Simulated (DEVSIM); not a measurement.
Structure: illuminated Ge n-on-p cell, one wavelength, at 300 K.

```csv
layer (left to right),material,thickness (μm),Nd (cm⁻³),Na (cm⁻³),τn (s),τp (s),absorption coefficient (cm⁻¹)
1,Ge,0.340,3e18,-,7.8e-7,2.5e-8,22000
2,Ge,160,-,2.7e17,1.1e-6,1.1e-6,22000
```

Left contact: ohmic, minority hole recombination velocity 80 cm/s. Right contact: ohmic, minority electron recombination velocity 6e5 cm/s. Voltage is applied to the left contact. Recombination: SRH at mid-gap, radiative, Auger. Light enters at the left, 3.3e16 photons cm⁻² s⁻¹, one pass, no reflection. Mobility is constant in doping.

Constants are typed, rounded textbook-type inputs, not results; the design itself was drawn at random and stands for no fabricated device. Values at 300 K.

| parameter | Ge |
|---|---|
| gap (eV) | 0.664 |
| affinity (eV) | 4 |
| permittivity | 16 |
| Nc (cm⁻³) | 1.04e19 |
| Nv (cm⁻³) | 6e18 |
| μn (cm²/Vs) | 3900 |
| μp (cm²/Vs) | 1900 |
| B (cm³/s) | 6.4e-14 |
| Cn (cm⁶/s) | 1e-31 |
| Cp (cm⁶/s) | 1e-31 |

Model (solved in DEVSIM): 1D drift-diffusion, Boltzmann statistics, complete ionisation; no tunnelling, impact ionisation, image-force lowering or self-heating.

The minority lifetime in layer 2 was swept, all else fixed.

```csv
minority lifetime in layer 2 (s),largest power (mW/cm²),share of generated pairs collected at short circuit,open-circuit voltage (V),dark forward voltage at 1 A/cm² (V)
3.3e-8,0.455,0.988,0.152,0.289
1.1e-7,0.528,0.993,0.167,0.304
3.3e-7,0.596,0.995,0.182,0.318
1.1e-6,0.649,0.997,0.195,0.331
3.3e-6,0.692,0.997,0.202,0.338
1.1e-5,0.708,0.997,0.206,0.342
3.3e-5,0.713,0.997,0.207,0.343
```

From the first row to the last the largest power goes from 0.455 to 0.713. From the first row to the last the share of generated pairs collected at short circuit goes from 0.988 to 0.997.
